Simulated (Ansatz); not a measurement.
**A computed series for Ti2C: response to strain**

Take Ti₂C (space group Fd-3m, No. 227; a = 8.549 Å; a cell from a computed database, its experimental status unchecked) as the base. Axes: x, y, z lie along the cube axes.

Strains are applied to the cell and any free atomic positions relax; under biaxial strain the out-of-plane vector relaxes too.

The values are results of plane-wave PAW DFT at the PBEsol level (Ansatz, an electronic-structure program, 420 eV), scalar-relativistic without spin-orbit coupling, not measurements.

Notes on the quantities. energy relative to the base: free energy F; pressure: mean of the normal stresses, compression positive.

```json
[
 {"change": "base", "energy relative to the base": "0 meV/atom", "volume per atom": "13.02 Å³", "pressure": "0.0 GPa"},
 {"change": "biaxial strain +0.75 %, plane normal [110], relaxed out of plane", "energy relative to the base": "+1.5 meV/atom", "volume per atom": "13.16 Å³", "pressure": "-1.6 GPa"},
 {"change": "isotropic strain −0.59 %", "energy relative to the base": "+1.9 meV/atom", "volume per atom": "12.79 Å³", "pressure": "2.8 GPa"},
 {"change": "uniaxial strain ε_zz = −3.01 %", "energy relative to the base": "(withheld)", "volume per atom": "12.62 Å³", "pressure": "(withheld)"},
 {"change": "uniaxial strain ε_zz = +3.55 %", "energy relative to the base": "+11 meV/atom", "volume per atom": "13.48 Å³", "pressure": "-4.8 GPa"}
]
```

Problem. Complete the table.

Solution. 
- uniaxial strain ε_zz = −3.01 %, energy relative to the base: +8.2 meV/atom
- uniaxial strain ε_zz = −3.01 %, pressure: 4.9 GPa

A biaxial case was relaxed in a doubled cell and then solved in the primitive one. Without a gap, meshes like the base's 8×8×8 leave anisotropic stresses uncertain by several tenths of a GPa, and small strain energies with them. No phonon test of stability was made. All final runs are without spin polarisation.
